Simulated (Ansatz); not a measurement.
Point defects in ZnSe

Take an 8-atom supercell of ZnSe in the zinc blende structure (space group F-43m, No. 216; a = 5.6661 Å) at its relaxed geometry as the base.

One neutral defect a cell, atoms relaxed at fixed cell.

The values are results of r2SCAN in Ansatz (plane waves to 500 eV, PAW, scalar-relativistic without spin-orbit coupling), earlier PAW set, not measurements.

```json
[
 {"case": "perfect supercell", "largest displacement of a host atom from its site in the perfect cell": "–", "pressure": "0.0 GPa"},
 {"case": "Zn interstitial (started 2.45 Å from the nearest host atom)", "largest displacement of a host atom from its site in the perfect cell": "0.10 Å", "pressure": "8.4 GPa"},
 {"case": "Se vacancy, symmetric start", "largest displacement of a host atom from its site in the perfect cell": "0.12 Å", "pressure": "-4.0 GPa"},
 {"case": "Se on a Zn site (antisite)", "largest displacement of a host atom from its site in the perfect cell": "0.28 Å", "pressure": "3.7 GPa"},
 {"case": "Zn vacancy", "largest displacement of a host atom from its site in the perfect cell": "0.02 Å", "pressure": "-1.6 GPa"}
]
```

The magnetic state is the one reached from the starting moments; the real material's order can differ, and small cells can't hold many antiferromagnetic ones. The cell is small, so the values are those of an ordered compound at a high defect concentration; dilute-limit values will differ. A case with no gap was solved on a k-mesh chosen for an insulator, which is coarse for it. Defects with a symmetric start kept the site's symmetry and may sit on a saddle; the others started slightly shaken. Seeded moments were not kept for Zn interstitial (started 2.45 Å from the nearest host atom), Se vacancy and Se on a Zn site (antisite).

Ansatz is a quantum-chemistry and plane-wave program.
